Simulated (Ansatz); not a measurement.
**Quick settings and what they miss: VCu₃O₄ (I-42m, 8 atoms in the cell)**

Self-consistent single point.

```yaml
crystal:
  lattice:
    - [-2.29193, 2.29193, 4.51154]
    - [2.29193, -2.29193, 4.51154]
    - [2.29193, 2.29193, -4.51154]
  atoms:
    - { symbol: V, position: [0.00000, 0.00000, 0.00000] }
    - { symbol: Cu, position: [0.25000, 0.75000, 0.50000] }
    - { symbol: Cu, position: [0.75000, 0.25000, 0.50000] }
    - { symbol: Cu, position: [0.50000, 0.50000, 0.00000] }
    - { symbol: O, position: [0.11159, 0.65947, 0.00000] }
    - { symbol: O, position: [0.34053, 0.34053, 0.45212] }
    - { symbol: O, position: [0.65947, 0.11159, 0.00000] }
    - { symbol: O, position: [0.88841, 0.88841, 0.54788] }
```

Level of theory: PBEsol, default PAW files made with PBE (plane waves; Ansatz, a first-principles code).

Base settings: basis.ecutwfc = 420 eV; kpoints.mp_grid.grid = 10 10 10; hamiltonian.xc = pbesol; hamiltonian.pseudopotentials = {kind: paw} (the program's default PAW files); scf.occupations.method = methfessel_paxton; scf.occupations.width = 0.1 eV.

Tight run (finer mesh or higher cutoff; not a proven limit): basis.ecutwfc: 420 eV → 590 eV; kpoints.mp_grid.grid: 10 10 10 → 14 14 14; scf.convergence.dr2_threshold: default (1e-07 eV) → 1e-09 eV. It gave pressure -7.77 GPa; largest force (vector length) 0.504 eV/Å.

Quick runs, as changes from the base:
- A: the base itself
- B: basis.ecutwfc: 420 eV → 250 eV; kpoints.mp_grid.grid: 10 10 10 → 6 6 6
- C: basis.ecutwfc: 420 eV → 295 eV; kpoints.mp_grid.grid: 10 10 10 → 4 4 4; scf.occupations.width: 0.1 eV → 0.272 eV; kpoints.mp_grid.shift: default → 0.5 0.5 0.5
- D: basis.ecutwfc: 420 eV → 210 eV; kpoints.mp_grid.grid: 10 10 10 → 4 4 4; hamiltonian.xc: pbesol → lda; scf.occupations.width: 0.1 eV → 0.272 eV; scf.convergence.dr2_threshold: default (1e-07 eV) → 0.001 eV [LDA (PW92)]
- E: basis.ecutwfc: 420 eV → 295 eV; kpoints.mp_grid.grid: 10 10 10 → 8 8 8; kpoints.mp_grid.shift: default → 0.5 0.5 0.5
- F: basis.ecutwfc: 420 eV → 335 eV; kpoints.mp_grid.grid: 10 10 10 → 2 2 2; scf.occupations.method: methfessel_paxton → fermi_dirac; scf.occupations.width: 0.1 eV → 0.272 eV; kpoints.mp_grid.shift: default → 0.5 0.5 0.5; scf.convergence.dr2_threshold: default (1e-07 eV) → 0.0001 eV

Energies are extrapolated to zero smearing width, which holds to low order in the width alone.

Dashes: energy of D, another energy zero.

† marks runs with another functional, U, potentials or spin treatment: their distance from the tight run is not a convergence error alone.

The count of work is k-points × plane waves × bands × iterations; it is no time. 

Pressures in the table are Ansatz's without its Pulay estimate, at a fixed set of plane waves; the tight run's value above holds the estimate.

The starting cell comes from a database of computed structures (which also holds hypothetical and non-ambient phases and stackings), without a prior relaxation at this level. Its lattice was rescaled by a random factor within 2.5 % of one. Spin polarisation is off, so a magnetic state, if there is one, cannot be reached. In the base run, with a pressure of about -8 GPa the cell is away from its equilibrium volume at this level.

```csv
run,energy less tight (meV/atom),pressure less tight (GPa),largest miss in a force vector (eV/Å),count of work / tight
A,5.0,-0.61,0.001,0.20
B,1883.7,-141.28,0.120,0.027
C,408.1,-38.90,0.149,0.013
D†,–,-415.13,0.738,0.0078
E,413.3,-39.38,0.151,0.071
F,115.5,-10.15,0.143,0.0022
```

Among the runs at the tight run's level, the energy misses run from 5.0 to 1883.7 meV/atom.

Keys are those of Ansatz 0.2.
